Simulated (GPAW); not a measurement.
Band structure of Hg₃Ge (P6_3/mmc, 8 atoms in the cell).

```
Hg3Ge
1.0
    6.47046     0.00000     0.00000
   -3.23523     5.60358     0.00000
    0.00000     0.00000     5.24724
Ge Hg
2 6
Direct
  0.66667   0.33333   0.25000
  0.33333   0.66667   0.75000
  0.33728   0.16864   0.75000
  0.66272   0.83136   0.25000
  0.16864   0.33728   0.25000
  0.83136   0.66272   0.75000
  0.83136   0.16864   0.75000
  0.16864   0.83136   0.25000
```

Level of theory: LDA (Perdew-Wang 92), GPAW PAW datasets LDA (gpaw-data 1.0.1) (plane waves; GPAW).

Settings: mode = pw; ecut = 550 eV; xc = LDA; kpts = 3 3 4; mesh shift (steps) = 0 0 0; occupations.name = methfessel-paxton; occupations.width = 0.1 eV; occupations.order = 0; nbands = -14; convergence.forces = 0.001 eV/Å; symmetry.symmorphic = false; symmetry.tolerance = 0.0005; maxiter = 120; bandpath_npoints = 40.

The starting cell comes from a database of computed structures (which also holds hypothetical and non-ambient phases and stackings), without a prior relaxation at this level. Spin-orbit coupling is off.

Levels in eV from the Fermi level, bands 55 to 62:
```
point     55     56     57     58     59     60     61     62
-----  -----  -----  -----  -----  -----  -----  -----  -----
Γ      -2.95  -2.61  -2.55  -0.01   0.65   0.80   0.80   1.87
M      -1.00  -0.83  -0.64  -0.09   0.43   1.07   1.18   1.50
K      -1.58  -0.76  -0.59  -0.59  -0.51   0.61   1.51   2.09
A      -2.25  -2.25  -1.28  -1.28  -1.28  -1.28  -1.23  -1.23
L      -2.94  -2.94   0.67   0.67   1.15   1.15   1.99   1.99
H      -1.75  -1.75  -0.26  -0.26   1.01   1.01   3.24   3.24
```

Bands cross the Fermi level along this path, so the cell is metallic at this level.
